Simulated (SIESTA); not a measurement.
Worked example: self-consistent single point of Cr3Cu (Pm-3m, 4 atoms in the cell) in SIESTA.

Method of the run: SIESTA with LDA PW92, numerical atomic orbitals TZP, PseudoDojo LDA standard norm-conserving potentials (rewritten from UPF to PSML).

The change in words: lattice scaled by 0.98. Reference geometry:
```xyz
4
Lattice="3.6019 0.0000 0.0000 0.0000 3.6019 0.0000 0.0000 0.0000 3.6019" Properties=species:S:1:pos:R:3 pbc="T T T"
Cr     0.0000     1.8010     1.8010
Cr     1.8010     0.0000     1.8010
Cr     1.8010     1.8010     0.0000
Cu     0.0000     0.0000     0.0000
```

Reference input (self-consistent single point, DFT, LDA PW92, numerical atomic orbitals TZP, PseudoDojo LDA standard norm-conserving potentials (rewritten from UPF to PSML)): XC.functional = LDA; XC.authors = PW92; potentials = PseudoDojo LDA standard; PAO.BasisSize = TZP; PAO.EnergyShift = 0.005 Ry; MeshCutoff = 300 Ry; kgrid.MonkhorstPack = 12 12 12; OccupationFunction = MP; OccupationMPOrder = 0; ElectronicTemperature = 1160.45 K; MaxSCFIterations = 150; SCF.Mixer.Method = Pulay. This run's input differs from it in these lines:

```diff
@@ -12,5 +12,5 @@
 %block LatticeVectors
-     3.601920000    0.000000000    0.000000000
-     0.000000000    3.601920000    0.000000000
-     0.000000000    0.000000000    3.601920000
+     3.529882000    0.000000000    0.000000000
+     0.000000000    3.529882000    0.000000000
+     0.000000000    0.000000000    3.529882000
 %endblock LatticeVectors
```

Output, abridged:

```
        iscf     Eharris(eV)        E_KS(eV)     FreeEng(eV)     dDmax    Ef(eV) dHmax(eV)
   scf:    1   -12105.583859   -12322.757836   -12322.777458  2.198001 -1.094190 66.038751
   scf:    2   -12391.490022   -12400.781983   -12400.798709  0.944200 -1.928176 12.218670
   scf:    3   -12411.164598   -12406.361962   -12406.377182  0.348253 -2.469461  8.805031
   scf:    4   -12408.792000   -12411.315261   -12411.333490  0.834422 -4.384187  8.293972
   scf:    5   -12409.363518   -12412.298276   -12412.314640  0.176356 -4.015121  5.196929
   [... 7 lines left out ...]
   scf:   13   -12413.024513   -12413.024519   -12413.041825  0.000288 -4.282598  0.010033
   scf:   14   -12413.024501   -12413.024511   -12413.041819  0.000100 -4.282771  0.019689
   scf:   15   -12413.024527   -12413.024522   -12413.041827  0.000230 -4.282548  0.000034
   scf:   16   -12413.024522   -12413.024522   -12413.041827  0.000001 -4.282549  0.000013
SCF Convergence by DM+H criterion
max |DM_out - DM_in|         :     0.0000005545
max |H_out - H_in|      (eV) :     0.0000130259
SCF cycle converged after 16 iterations

Using DM_out to compute the final energy and forces

siesta: E_KS(eV) =           -12413.0245

siesta: E_KS - E_eggbox =    -12413.0245

siesta: Atomic forces (eV/Ang):
     1    0.000000    0.000000   -0.000000
     2   -0.000000   -0.000000   -0.000000
     3   -0.000000   -0.000000    0.000000
     4   -0.000000   -0.000000    0.000000
   Tot   -0.000000   -0.000000   -0.000000
   Max    0.000000
   Res    0.000000    sqrt( Sum f_i^2 / 3N )
   Max    0.000000    constrained

Stress tensor Voigt[x,y,z,yz,xz,xy] (kbar):       57.62       57.62       57.62       -0.00       -0.00        0.00
(Free)E + p*V (eV/cell)   -12414.6237
   [... lines left out ...]
siesta: FreeEng =    -12413.041827
   [... lines left out ...]
siesta:     0.035966    0.000000    0.000000
siesta:     0.000000    0.035966   -0.000000
siesta:    -0.000000   -0.000000    0.035966

siesta: Cell volume =         43.982566 Ang**3

siesta: Pressure (static):
siesta:                Solid            Molecule  Units
siesta:          -0.00039172         -0.00039172  Ry/Bohr**3
siesta:          -0.03596599         -0.03596599  eV/Ang**3
siesta:         -57.62387362        -57.62387361  kBar
```

The run converged in 16 iterations. Against the reference run the free energy goes down by 55.4 meV/atom and the pressure goes from -19.53 to -5.76 GPa.

The starting cell comes from a database of computed structures (which also holds hypothetical and non-ambient phases and stackings), without a prior relaxation at this level. For this run, on top of that: lattice scaled by 0.98. Spin polarisation is off. Values carry the incompleteness of an atom-centred basis. With a pressure of about -6 GPa the cell is away from its equilibrium volume at this level.

Cost on one core of a shared machine: roughly 8 min.
